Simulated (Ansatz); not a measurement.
Levels about the gap of amorphous Zr20O42Sn (63 atoms in a cell of 792 Å³, 5.49 g/cm³; zone centre alone, so wide bands show as single levels with stretches between that a denser mesh fills), at the geometry that PBE relaxed, where it gives 0.0 GPa on a denser mesh. The participation number counts the atoms over which a state spreads; weights are charges in smoothed Voronoi cells. The levels come from a single point, so bond lengths are those of that geometry. Method of the levels: PBE, scalar-relativistic without spin-orbit coupling (Ansatz, a quantum-chemistry and plane-wave program). Sampling: the zone centre alone; Fermi-Dirac width 0.02 eV; no spin polarisation. At PBE the levels at the filled edge of the gap are localised (band-tail or defect states).

The cell was made by melting and quenching with the CHGNet potential and then relaxed with DFT. O atoms were pushed apart under 1.9 Å during the dynamics, to hinder bonds among them. The hot cell started wider than the set density and was brought back towards it in steps. It is the lowest in DFT energy of 2 quenches. It is a model cell: composition and starting density were chosen by hand, and all elements were melted together. No dispersion term was used. Its density started from a set value of 5.34 and ended at 5.49 g/cm³. Cooling (nominally 380 K/ps over its main leg) ran many orders faster than in experiment, which tends to leave more defects and strain. A cell of this size samples the disorder only roughly. Volume and shape were free in the relaxation. On a 2×2×2 Γ-centred mesh force components of up to 0.13 eV/Å stay, since the relaxation ran on the zone centre alone.

```json
[
 {"E - E(highest filled), eV": "-0.27", "filling": "filled", "participation number": "11.2", "largest on": "O, 3 neighbours", "weight O": "0.93", "weight Zr": "0.07", "weight Sn": "0.00"},
 {"E - E(highest filled), eV": "-0.23", "filling": "filled", "participation number": "21.7", "largest on": "O, 3 neighbours", "weight O": "0.95", "weight Zr": "0.05", "weight Sn": "0.00"},
 {"E - E(highest filled), eV": "-0.18", "filling": "filled", "participation number": "17.9", "largest on": "O, 3 neighbours", "weight O": "0.95", "weight Zr": "0.05", "weight Sn": "0.00"},
 {"E - E(highest filled), eV": "-0.14", "filling": "filled", "participation number": "23.3", "largest on": "O, 4 neighbours", "weight O": "0.95", "weight Zr": "0.04", "weight Sn": "0.00"},
 {"E - E(highest filled), eV": "-0.11", "filling": "filled", "participation number": "8.7", "largest on": "O, 3 neighbours", "weight O": "0.95", "weight Zr": "0.05", "weight Sn": "0.00"},
 {"E - E(highest filled), eV": "-0.04", "filling": "filled", "participation number": "19.1", "largest on": "O, 4 neighbours", "weight O": "0.95", "weight Zr": "0.05", "weight Sn": "0.00"},
 {"E - E(highest filled), eV": "0.00", "filling": "filled", "participation number": "6.6", "largest on": "O, 3 neighbours", "weight O": "0.93", "weight Zr": "0.07", "weight Sn": "0.00"},
 {"E - E(highest filled), eV": "3.68", "filling": "empty", "participation number": "20.4", "largest on": "Zr, 8 neighbours", "weight O": "0.40", "weight Zr": "0.53", "weight Sn": "0.07"},
 {"E - E(highest filled), eV": "3.84", "filling": "empty", "participation number": "21.6", "largest on": "Zr, 7 neighbours", "weight O": "0.33", "weight Zr": "0.67", "weight Sn": "0.00"},
 {"E - E(highest filled), eV": "3.91", "filling": "empty", "participation number": "30.3", "largest on": "Zr, 8 neighbours", "weight O": "0.38", "weight Zr": "0.60", "weight Sn": "0.03"},
 {"E - E(highest filled), eV": "3.98", "filling": "empty", "participation number": "19.0", "largest on": "Zr, 8 neighbours", "weight O": "0.33", "weight Zr": "0.66", "weight Sn": "0.01"},
 {"E - E(highest filled), eV": "4.05", "filling": "empty", "participation number": "20.0", "largest on": "Zr, 7 neighbours", "weight O": "0.35", "weight Zr": "0.63", "weight Sn": "0.01"},
 {"E - E(highest filled), eV": "4.13", "filling": "empty", "participation number": "27.8", "largest on": "Zr, 7 neighbours", "weight O": "0.34", "weight Zr": "0.65", "weight Sn": "0.01"},
 {"E - E(highest filled), eV": "4.22", "filling": "empty", "participation number": "27.0", "largest on": "Zr, 7 neighbours", "weight O": "0.33", "weight Zr": "0.66", "weight Sn": "0.01"}
]
```

Most localised among these is the filled level at +0.00 eV, on a O atom, which has 3 neighbours (Zr 2.09 Å, Zr 2.16 Å, Zr 2.19 Å).
